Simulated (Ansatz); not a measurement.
The starting structures come from a database of crystals and need not be the phases stable at ambient conditions.

Inside the gap of an insulator the Bloch states are evanescent, with a wavenumber k + iκ along the transport direction.

```xyz
22
Lattice="7.6417 0.0000 0.0000 0.0000 7.6417 0.0000 3.8209 -3.8209 5.4035" Properties=species:S:1:pos:R:3 pbc="T T T"
La     7.6417     5.7313     1.3509
La     9.5521     3.8209     4.0526
La     7.6417     1.9104     1.3509
La     5.7313     3.8209     4.0526
Zr     3.8209     1.9104     1.3509
Zr     5.7313     0.0000     4.0526
Zr     3.8209     5.7313     1.3509
Zr     9.5521     0.0000     4.0526
O      7.6417     3.8209     2.7018
O      0.0000     0.0000     0.0000
O      5.4020    -1.5811     2.7018
O      5.4020     5.4020     0.0000
O      2.2397     1.5811     2.7018
O      2.2397     2.2397     0.0000
O      3.8209     0.0000     0.4657
O      2.2397     5.4020     0.0000
O      3.8209     0.0000     4.9378
O      5.4020     2.2397     0.0000
O      2.2397    -1.5811     2.7018
O      3.8209     3.8209     2.2361
O      5.4020     1.5811     2.7018
O      7.6417     0.0000     3.1674
```

Space group of this cell: Fd-3m. The cell is taken as given.

Transport runs along the normal of the first two printed cell vectors, the (001) plane of the conventional cell.

The gap is the functional's own. No spin-orbit coupling. Mid-gap values are interpolated on the energy grid.

Question: Predict the band gap and the smallest decay constant κ at mid-gap from r2SCAN (Ansatz, a first-principles code).

Answer: Gap 4.53 eV on a 6×6×6 mesh; κ = 0.362 1/Å, at the zone centre.
